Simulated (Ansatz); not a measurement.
The starting structures come from a database of crystals and need not be the phases stable at ambient conditions.

Here is the system:

```
CELL_PARAMETERS angstrom
      7.24981     0.00000     0.00000
      1.27264     7.13724     0.00000
      3.26503     2.73434     2.35240
ATOMIC_POSITIONS crystal
  Rb 0.33333 0.66667 0.00000
  Sr 0.00000 0.00000 0.50000
  C  0.66667 0.33333 0.50000
  O  0.52665 0.05330 0.92006
  O  0.52665 0.47335 0.50000
  O  0.94670 0.47335 0.07995
  F  0.00000 0.00000 0.00000
```

Space group of this cell: P-6m2. The cell is taken as given; by r2SCAN its mean pressure is -3.3 GPa.

Transport runs along the normal of the first two printed cell vectors, the (111) plane of the conventional cell.

The gap is the functional's own. No spin-orbit coupling. Mid-gap values are interpolated on the energy grid.

Problem. Predict the band gap and the smallest decay constant κ at mid-gap from Ansatz (a program for electronic structure) with r2SCAN.

Solution. Gap 4.68 eV on a 12×12×12 mesh; κ = 0.496 1/Å, at the zone centre.
